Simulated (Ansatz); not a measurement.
**A computed series for Be5Au: response to strain**

Base system: Be5Au (space group F-43m, No. 216; a = 6.0725 Å). Axes: x, y, z lie along the cube axes.

Strains are applied to the cell and any free atomic positions relax; under biaxial strain the out-of-plane vector relaxes too.

The values are results of Ansatz (a program for electronic structure), PBEsol, PAW, cutoff 420 eV, no spin-orbit coupling, not measurements.

Notes on the quantities. energy relative to the base: free energy F; pressure: mean of the normal stresses, compression positive.

```tsv
change	energy relative to the base	pressure	space group	shortest interatomic distance
base	0 meV/atom	0.0 GPa	F-43m (No. 216)	2.143 Å
biaxial strain +2.39 %, plane normal [001], relaxed out of plane	[?]	-5.3 GPa	I-4m2 (No. 119)	[?]
isotropic strain −0.95 %	+3.5 meV/atom	[?]	F-43m (No. 216)	2.122 Å
uniaxial strain ε_yy = +1.66 %	+2.6 meV/atom	[?]	I-4m2 (No. 119)	2.141 Å
uniaxial strain ε_zz = +2.08 %	+4.0 meV/atom	-2.8 GPa	I-4m2 (No. 119)	2.141 Å
```

### Question
What belongs in the blanks?

### Answer

- biaxial strain +2.39 %, plane normal [001], relaxed out of plane, energy relative to the base: +12 meV/atom
- biaxial strain +2.39 %, plane normal [001], relaxed out of plane, shortest interatomic distance: 2.160 Å
- isotropic strain −0.95 %, pressure: 4.4 GPa
- uniaxial strain ε_yy = +1.66 %, pressure: -2.3 GPa

Without a gap, meshes like the base's 13×13×13 leave anisotropic stresses uncertain by several tenths of a GPa, and small strain energies with them. Stability against distortions was not tested.
